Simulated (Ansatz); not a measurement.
CsCl-type NiAl, treated with RPBE (PAW; Ansatz, a quantum-chemistry and plane-wave program).

Settings: plane-wave cutoff 520 eV, 20×20×20 k mesh, Fermi–Dirac smearing 0.05 eV, no spin polarisation, scalar-relativistic PAW data made under PBE.

Pressure at four volumes; x = ln(V/12.402 Å³). One pressure is withheld.

```
V (Å³/atom)        x  P (GPa)
-----------  -------  -------
11.658       -0.0619        ?
11.906       -0.0408     6.67
12.402        0.0000     0.00
13.146        0.0583    -7.66
```

Problem. Pass a parabola P(x) through the three rows shown, estimate the bulk modulus and its pressure derivative near zero pressure, and predict the withheld pressure.

Solution. Slopes between the rows: (0.00 − (6.67))/(0.0000 − (-0.0408)) = -163.48 and (-7.66 − (0.00))/(0.0583 − (0.0000)) = -131.39 GPa. Their difference over the span 0.0991 is c = 32.09/0.0991 = 323.8 GPa, so P(x) = 6.67 + (-163.48)(x − (-0.0408)) + 323.8 (x − (-0.0408))(x − (0.0000)). At the middle row B = −dP/dx = −[-163.48 + 323.8 × 0.0408] = 150.3 GPa, and B′ = dB/dP = 2c/B = 4.3. At x = -0.0619 the parabola gives 10.54 GPa; the run gives 10.58 GPa. The Birch–Murnaghan fit to the energies at all volumes has B0 = 149 GPa and B′ = 4.4.

Measured, for comparison: bulk modulus 156 GPa (room temperature, no zero-point or thermal correction; as tabulated in Yamada et al. (2019), arXiv:1910.09660). Computed (rounded) less measured: bulk modulus -4 %.
